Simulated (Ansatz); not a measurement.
The (111) surface of fcc Ag, one added row of Ag in 4 (bottom of the slab: a bare face, its two planes held)

The numbers are results of PBE (plane waves to 420 eV, PAW; Ansatz, an electronic-structure program), not measurements.

Slab: 25 atoms, 14.5 Å thick at the start with caps and adatoms; k 15x4x1, smearing 0.1 eV, dipole-corrected; 8 atoms held, the rest relaxed; no symmetry held; no spin, no spin-orbit, no U. In PBE it is, or lies within 0.01 eV a 1x1 cell of, the lowest of the 2 structures of its composition computed so far; subsurface sites and larger cells were not tried.

```json
{
  "work_function_of_the_top_face": "4.17 eV",
  "energy_released_by_relaxation": "0.11 eV",
  "cost": "about 30 core-minutes (a rough figure)"
}
```
